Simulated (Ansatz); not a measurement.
Ansatz (a first-principles code), DFT, PBE, plane waves, its soft PAW files of 3 December: Cu(111) slab of 6 layers, 1x1, atoms displaced (Cu6), unrelaxed, 6 atoms. Basis and mesh were picked for this test and aren't claimed converged.

cell: 2.56, 2.56, 30.44 Å; 90, 90, 60°
distance to the nearest atom: 2.49 to 2.53 Å
task: single point
k mesh: 10×10×1
hamiltonian.xc: pbe
kind of files: paw
scf.occupations.method: gaussian
scf.occupations.width: 0.1 eV
output.forces: true
binding of workers (--pin): off
k-point pools (--kpoint-pools): 1
memory maximum (--max-ram): 8GiB
accuracy: medium (default)
basis.precision: auto (default)
basis.xc_grid: 2 (default)
scf.eigensolver.kind: auto (default)
scf.convergence.dr2_threshold: 1e-07 (default)
scf.lower_state_search: light (default)
k-points after symmetry: 52
bands at the start: 64
electrons: 114
plane waves at Γ: 3419
cutoff (eV): 420
FFT grid: 18×18×216
symmetry operations: 1

Settings of this run: scf.mixing.algorithm = auto, scf.mixing.preconditioner = kerker_dos, scf.algorithm = auto; 4 threads.

```tsv
iteration	dr2 (eV)	Hψ
1	2.89e1	13938
2	1.10e1	9220
3	1.15e0	7195
4	1.19e-1	5583
5	7.95e-1	6387
6	6.49e-2	6073
7	6.31e-2	3426
8	5.34e-2	3648
9	1.45e-2	4237
10	9.65e-3	4841
11	1.37e-2	4771
12	8.16e-3	4610
13	6.60e-3	4266
14	4.54e-3	3490
…	…	…
31	4.07e-4	3473
32	2.61e-4	4265
33	3.46e-4	4889
34	1.68e-4	4990
35	7.78e-5	4677
36	3.66e-4	6350
37	8.96e-5	6256
38	1.01e-4	5002
…	…	…
53	3.89e-7	3817
54	3.79e-7	4223
55	3.22e-7	3360
56	5.14e-7	4619
57	2.40e-7	4753
58	1.32e-7	3690
59	1.37e-7	11018
60	9.51e-8	12474
```

It converged after 60 SCF iterations.

### Question
The cycle is slow. Which setting should be changed?

### Answer
This is not unique; one that fits is scf.mixing.preconditioner = auto (default) (14 SCF iterations) or scf.mixing.preconditioner = ldos (14 SCF iterations), all else kept. The other changes of this size gave: scf.mixing.preconditioner = none (23); scf.mixing.preconditioner = local_kerker (32); scf.mixing.preconditioner = kerker (55). With more settings changed, the fewest of all runs of this system: scf.mixing.preconditioner = auto (default), scf.algorithm = direct_min (10). In that run the program took: scf.mixing.algorithm MSR1, scf.mixing.preconditioner LDOS, scf.eigensolver.kind band_cg, --slots 4. The first change moves the result by: energy under 0.001 meV/atom, forces (largest component) 0.019 meV/Å. Counts are of single runs.

Keys are those of Ansatz 0.2.
